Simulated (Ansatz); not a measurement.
Consider Al₂Pt (space group Fm-3m, No. 225; a = 5.897 Å; relaxed with 0.1 eV smearing). Axes: x, y, z lie along the cube axes.

The values are results of PBEsol (Ansatz, a first-principles code), without spin-orbit coupling, not measurements.

Strains are applied to the cell and any free atomic positions relax.

One change was made to it. Results:

The energy increases by 0.8 meV/atom; the largest internal atomic displacement is 0.015 Å; the shortest interatomic distance decreases by 0.011 bohr (4.825 bohr → 4.814 bohr).

Name the change that was made.
(A) tensor shear ε_xy = +2.00 %
(B) tensor shear ε_xy = +1.71 %
(C) tensor shear ε_xy = +1.43 %
(D) tensor shear ε_xy = +0.86 %

D, tensor shear ε_xy = +0.86 %. For comparison, the energy relative to the base in the other runs: tensor shear ε_xy = +2.00 % gives +4.1 meV/atom; tensor shear ε_xy = +1.43 % gives +2.1 meV/atom; tensor shear ε_xy = +1.71 % gives +3.0 meV/atom.

Stability against distortions was not tested. The final runs are not spin-polarised.
